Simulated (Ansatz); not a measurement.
Consider Ge in the diamond structure (space group Fd-3m, No. 227; a = 5.6762 Å). Axes: x, y, z lie along the cube axes.

The values are results of PBEsol (Ansatz, an electronic-structure program, PAW, without spin-orbit coupling), not measurements.

For the base:

The shortest interatomic distance comes out as 4.645 bohr, the pressure comes out as 0.0 GPa and the band gap is zero.

Modification: a pure shear with ε_xy = ε_yx = 0.0057; the atoms relax in the strained cell.

Question: What happens to the energy relative to the base?

Answer: The energy goes up by 0.5 meV/atom.

Question: What happens to the shortest interatomic distance?

Answer: The shortest interatomic distance decreases by 0.008 bohr to 4.637 bohr.

Question: How does this affect the pressure?

Answer: The pressure (mean of the normal stresses, compression positive) remains 0.0 GPa.

Question: Estimate the effect on the band gap.

Answer: The band gap remains zero.

No phonon test of stability was made. Gaps under 0.05 eV, about the width of the smearing, are given as zero. The zero or small gap of Ge can change with the level of theory.
